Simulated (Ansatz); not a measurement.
Reference: CdSe (F-43m), PBEsol, rigid bands (plane waves, PAW, scalar-relativistic; Ansatz, a program for electronic structure); geometry: cell and atoms relaxed with PBEsol.

```yaml
crystal:
  lattice:
    - [0.00000, 3.04073, 3.04073]
    - [3.04073, 0.00000, 3.04073]
    - [3.04073, 3.04073, 0.00000]
  atoms:
    - { symbol: Cd, position: [0.00000, 0.00000, 0.00000] }
    - { symbol: Se, position: [0.75000, 0.75000, 0.75000] }
```

The band gap is 0.48 eV and the electron conductivity mass is 0.061 mₑ. The Seebeck coefficient, n-type 1e19 cm⁻³ is -47 μV/K.

Problem. Swap Cd for Be, keeping the structure type. How do these values move?

Solution. BeSe (F-43m): volume per atom 28.1 to 16.9 Å³; band gap rises (0.48 eV to 2.47 eV); electron conductivity mass rises (0.061 mₑ to 0.35 mₑ); Seebeck coefficient, n-type 1e19 cm⁻³ rises in size (-47 μV/K to -271 μV/K).

Moves up to 5 % count as about the same. Masses are for dilute carriers at 300 K, harmonic means over directions unless an axis is named. Seebeck coefficients are for the stated density at 300 K, with one relaxation time for all states and whether or not that doping can be reached. Spin-orbit coupling is left out.
